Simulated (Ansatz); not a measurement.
Take GaCuSe2 in the chalcopyrite structure (space group I-42d, No. 122; a = 5.508 Å, c = 10.962 Å) as the base.

Level of theory: Ansatz (an electronic-structure program), LDA, PAW, cutoff 420 eV, spin-orbit coupling left out.

Now apply this change: cell and atoms relaxed at a pressure of 2.1 GPa.

**Question.** Predict the new mean gap deformation potential ΔEg/Δln V and electron mass.

**Answer.** The mean gap deformation potential ΔEg/Δln V amounts to -4.5 eV; the electron mass comes out as 0.035 mₑ along c, 0.043 mₑ across (at Γ).

Load acts through the strain it causes; cell and atoms are relaxed under it. Effective masses come from finite differences of ±0.01 Å⁻¹. Whether these cells are dynamically stable was not tested. All final runs are without spin polarisation.
